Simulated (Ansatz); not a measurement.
**One base run on PbO₂ (P4_2/mnm, 6 atoms in the cell) and variants with one or two settings moved**

```yaml
crystal:
  lattice:
    - [5.08037, 0.00000, 0.00000]
    - [0.00000, 5.08037, 0.00000]
    - [0.00000, 0.00000, 3.46729]
  atoms:
    - { symbol: Pb, position: [0.00000, 0.00000, 0.00000] }
    - { symbol: Pb, position: [0.50000, 0.50000, 0.50000] }
    - { symbol: O, position: [0.30743, 0.30743, 0.00000] }
    - { symbol: O, position: [0.69257, 0.69257, 0.00000] }
    - { symbol: O, position: [0.19257, 0.80743, 0.50000] }
    - { symbol: O, position: [0.80743, 0.19257, 0.50000] }
```

Base run A: LDA (PW92), PAW files made with PBE in Ansatz (a program for electronic structure), self-consistent single point.

Its settings: basis.ecutwfc = 420 eV; kpoints.mp_grid.grid = 5 5 8; hamiltonian.xc = lda; hamiltonian.pseudopotentials = {kind: paw} (the program's default PAW files); scf.occupations.method = fermi_dirac; scf.occupations.width = 0.136 eV.

The starting cell comes from a database of computed structures (which also holds hypothetical and non-ambient phases and stackings), without a prior relaxation at this level. Its lattice was rescaled by a random factor within 2.5 % of one. In the base run, with a pressure of about -10 GPa the cell is away from its equilibrium volume at this level. Ansatz's pressure includes its estimate of the finite-basis (Pulay) stress. The run gives no clean gap (levels at the Fermi energy touch, overlap or are partly filled at this smearing), which alone does not show that the compound is a metal.

ΔF is the free energy per atom less that of run A. 

Run A gave: pressure (GPa) -9.53; largest force (eV/Å) 0.144; k-points 30.

Runs:
- B: kpoints.mp_grid.grid: 5 5 8 → 13 13 19
- C: crystal.symmetry.detect: default → false
- D: kpoints.mp_grid.grid: 5 5 8 → 6 6 9; scf.occupations.width: 0.136 eV → 0.3 eV
- E: kpoints.mp_grid.grid: 5 5 8 → 3 3 5
- F: scf.mixing.algorithm: default (the program chose MSR1) → broyden
- G: scf.mixing.preconditioner: default (the program chose Resta) → local_kerker
- H: scf.mixing.algorithm: default (the program chose MSR1) → anderson; scf.mixing.beta: default → 0.3

What does run D change against A?

The free energy goes down by 20.1 meV/atom, the pressure goes from -9.53 to -8.45 GPa and the largest force goes from 0.144 to 0.111 eV/Å.

```tsv
run	ΔF (meV/atom)	pressure (GPa)	largest force (eV/Å)	k-points
A	0.00	-9.53	0.144	30
B	-0.31	-9.53	0.144	280
C	0.00	-9.53	0.144	101
D	-20.1	-8.45	0.111	50
E	-1.93	-9.84	0.152	9
F	0.00	-9.53	0.144	30
G	0.00	-9.52	0.144	30
H	0.00	-9.53	0.144	30
```

Keys are those of Ansatz 0.2.
